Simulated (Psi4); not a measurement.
Psi4 1.11, BP86/def2-svp: Pb(F)2 ([F][Pb][F]), 3 atoms. The geometry is a generated start, not checked to be a minimum at this level.

```yaml
task: energy
method: bp86
basis: def2-svp
memory: 3 GB
maxiter: 100
keys_of_the_molecule_block: symmetry c1
scf_type: df (default)
e_convergence: 1e-06 (default)
d_convergence: 1e-06 (default)
dft_radial_points: 75 (default)
dft_spherical_points: 302 (default)
effective_core_potentials: those of the basis set, past Kr
basis_functions: 54
grid_points: 64663
```

```xyz
3

Pb     0.0976    -0.0651     0.8444
F      0.7881     1.4546    -0.4092
F     -0.8856    -1.3895    -0.4352
```

With the defaults (damping_percentage = 0, diis = true, scf_initial_accelerator = adiis, guess = auto, which took SAD, soscf = false, soscf_start_convergence = 0.01, diis_max_vecs = 10) it converges in 9 SCF iterations. One run each on 2 threads, with these changes:
- damping_percentage = 60
- scf_initial_accelerator = ediis
- guess = sadno
- soscf = true, soscf_start_convergence = 0.1
- diis_max_vecs = 6
- damping_percentage = 60, diis = false, scf_initial_accelerator = none
- scf_initial_accelerator = none
- guess = sap
- guess = gwh

**Question.** Which of these changes keep the SCF from converging, or lead it to another solution?

**Answer.** No convergence: damping_percentage = 60; damping_percentage = 60, diis = false, scf_initial_accelerator = none (the run ends without SCF convergence in 100 iterations). The rest reach the solution of the defaults.

| setting | SCF iterations | JK calls | end |
|---|---|---|---|
| soscf = true, soscf_start_convergence = 0.1 | 6 | 22 | same solution |
| the defaults | 9 | 10 | same solution |
| scf_initial_accelerator = ediis | 9 | 10 | same solution |
| scf_initial_accelerator = none | 9 | 10 | same solution |
| diis_max_vecs = 6 | 9 | 10 | same solution |
| guess = sadno | 10 | 10 | same solution |
| guess = gwh | 11 | 11 | same solution |
| guess = sap | 12 | 12 | same solution |
| damping_percentage = 60 | 100 | 101 | no convergence |
| damping_percentage = 60, diis = false, scf_initial_accelerator = none | 100 | 101 | no convergence |

An SOSCF iteration holds several JK calls; a Hückel guess adds calls on atoms.
